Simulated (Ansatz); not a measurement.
## Response to strain in Ge

The reference is Ge in the diamond structure (space group Fd-3m, No. 227).

```xyz
2
Lattice="0.0000 2.8373 2.8373 2.8373 0.0000 2.8373 2.8373 2.8373 0.0000" Properties=species:S:1:pos:R:3 pbc="T T T"
Ge     0.0000     0.0000     0.0000
Ge     1.4186     1.4186     1.4186
```

Cartesian axes are those of the cell as printed.

Strains are applied to the cell and any free atomic positions relax; under biaxial strain the out-of-plane vector relaxes too.

Calculations: r2SCAN (Ansatz, a quantum-chemistry and plane-wave program; PAW; 500 eV plane waves; no spin-orbit coupling).

Notes on the quantities. energy relative to the base: free energy F; pressure: mean of the normal stresses, compression positive.

| change | energy relative to the base | pressure | band gap |
|---|---|---|---|
| base | 0 meV/atom | 0.00 GPa | 0.36 eV |
| biaxial strain +1.04 %, plane normal [001], relaxed out of plane | +2.1 meV/atom | -0.92 GPa | 0.13 eV |
| biaxial strain +1.53 %, plane normal [001], relaxed out of plane | +4.4 meV/atom | -1.3 GPa | zero |
| biaxial strain +0.76 %, plane normal [110], relaxed out of plane | +1.4 meV/atom | -0.86 GPa | 0.18 eV |
| biaxial strain +3.67 %, plane normal [110], relaxed out of plane | +30 meV/atom | -3.5 GPa | zero |
| biaxial strain −2.08 %, plane normal [111], relaxed out of plane | +12 meV/atom | 2.72 GPa | 0.35 eV |
| biaxial strain +1.59 %, plane normal [111], relaxed out of plane | +6.1 meV/atom | -1.7 GPa | zero |
| isotropic strain −0.27 % | +0.3 meV/atom | 0.59 GPa | 0.44 eV |
| uniaxial strain ε_xx = +4.28 % | +16 meV/atom | -2.6 GPa | zero |
| uniaxial strain ε_yy = −3.65 % | +12 meV/atom | 2.88 GPa | 0.29 eV |

A biaxial case was relaxed in a doubled cell and then solved in the primitive one. A case with no gap was solved on a k-mesh chosen for an insulator, which is coarse for it. Whether these cells are dynamically stable was not tested. Gaps under 0.05 eV, about the width of the smearing, are given as zero. A zero or small gap of Ge under biaxial strain +1.04 %, plane normal [001], relaxed out of plane, Ge under biaxial strain +1.53 %, plane normal [001], relaxed out of plane, Ge under biaxial strain +0.76 %, plane normal [110], relaxed out of plane and Ge under biaxial strain +3.67 %, plane normal [110], relaxed out of plane can be the functional's error rather than a property of the material.
